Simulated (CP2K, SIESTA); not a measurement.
A CP2K input for a self-consistent single point of RuAl (Pm-3m, 2 atoms in the cell) (DFT PBE, GPW, DZVP-MOLOPT-SR-GTH basis, GTH-PBE potentials (GTH_POTENTIALS)):

```
&GLOBAL
  PROJECT scf
  RUN_TYPE ENERGY_FORCE
  PRINT_LEVEL MEDIUM
&END GLOBAL
&FORCE_EVAL
  METHOD Quickstep
  STRESS_TENSOR ANALYTICAL
  &DFT
    BASIS_SET_FILE_NAME BASIS_MOLOPT
    POTENTIAL_FILE_NAME GTH_POTENTIALS
    &QS
      METHOD GPW
      EPS_DEFAULT 1E-10
    &END QS
    &MGRID
      CUTOFF 500
      REL_CUTOFF 40
      NGRIDS 5
    &END MGRID
    &SCF
      SCF_GUESS ATOMIC
      EPS_SCF 1E-7
      MAX_SCF 100
      ADDED_MOS 4
      &DIAGONALIZATION
        ALGORITHM STANDARD
      &END DIAGONALIZATION
      &MIXING
        METHOD BROYDEN_MIXING
        ALPHA 0.2
        NBUFFER 10
        BETA 1.5
      &END MIXING
      &SMEAR ON
        METHOD GAUSSIAN
        SIGMA [eV] 0.272
      &END SMEAR
    &END SCF
    &KPOINTS
      SCHEME MONKHORST-PACK 9 9 9
    &END KPOINTS
    &XC
      &XC_FUNCTIONAL PBE
      &END XC_FUNCTIONAL
    &END XC
    &PRINT
      &MO
        EIGENVALUES T
        OCCUPATION_NUMBERS T
        NDIGITS 8
        FILENAME mo
        &EACH
          QS_SCF 0
        &END EACH
        ADD_LAST NUMERIC
      &END MO
      &MULLIKEN ON
      &END MULLIKEN
    &END PRINT
  &END DFT
  &SUBSYS
    &CELL
      A 2.99149500 0.00000000 0.00000000
      B 0.00000000 2.99149500 0.00000000
      C 0.00000000 0.00000000 2.99149500
      PERIODIC XYZ
    &END CELL
    &COORD
      SCALED
      Al       0.50000000     0.50000000     0.50000000
      Ru       0.00000000     0.00000000     0.00000000
    &END COORD
    &KIND Al
      BASIS_SET DZVP-MOLOPT-SR-GTH-q3
      POTENTIAL GTH-PBE-q3
    &END KIND
    &KIND Ru
      BASIS_SET DZVP-MOLOPT-SR-GTH-q16
      POTENTIAL GTH-PBE-q16
    &END KIND
  &END SUBSYS
  &PRINT
    &FORCES ON
    &END FORCES
    &STRESS_TENSOR ON
    &END STRESS_TENSOR
  &END PRINT
&END FORCE_EVAL
```

Task: Translate this input to SIESTA.

Result: This is the input that was run; spellings and numerical settings could be chosen otherwise.

```
# files in the folder: Al.psml Ru.psml (PseudoDojo PBE standard)
SystemName  RuAl
SystemLabel rual

NumberOfAtoms                2
NumberOfSpecies              2
%block ChemicalSpeciesLabel
  1 13 Al
  2 44 Ru
%endblock ChemicalSpeciesLabel
LatticeConstant              1.0 Ang
%block LatticeVectors
     2.991495000    0.000000000    0.000000000
     0.000000000    2.991495000    0.000000000
     0.000000000    0.000000000    2.991495000
%endblock LatticeVectors
AtomicCoordinatesFormat      Fractional
%block AtomicCoordinatesAndAtomicSpecies
     0.500000000    0.500000000    0.500000000  1
     0.000000000    0.000000000    0.000000000  2
%endblock AtomicCoordinatesAndAtomicSpecies

XC.functional                GGA
XC.authors                   PBE
PAO.BasisSize                TZP
PAO.EnergyShift              0.01 Ry
MeshCutoff                   300 Ry
%block kgrid.MonkhorstPack
    9   0   0  0.0
    0   9   0  0.0
    0   0   9  0.0
%endblock kgrid.MonkhorstPack
OccupationFunction           MP
OccupationMPOrder            0
ElectronicTemperature        272.0 meV

MaxSCFIterations             150
SCF.Mixer.Method             Broyden
SCF.Mixer.Weight             0.1
SCF.Mixer.History            8
SCF.DM.Tolerance             1.0E-04
Diag.ParallelOverK           true
WriteForces                  true
```

Basis, cutoffs, solver keys and any potentials are the target program's own. This input uses DFT, GGA PBE, numerical atomic orbitals TZP, PseudoDojo PBE standard norm-conserving potentials (rewritten from UPF to PSML). Both were run: pressure 2.52 GPa in CP2K and 1.18 in SIESTA.

On SIESTA: the starting cell has typed, rounded lattice constants, without a prior relaxation at this level. Its lattice was rescaled by a random factor within 2.5 % of one. Spin polarisation is off. Values carry the incompleteness of an atom-centred basis.

On CP2K: the starting cell has typed, rounded lattice constants, without a prior relaxation at this level. Its lattice was rescaled by a random factor within 2.5 % of one. Spin polarisation is off. Values carry the incompleteness of an atom-centred basis.
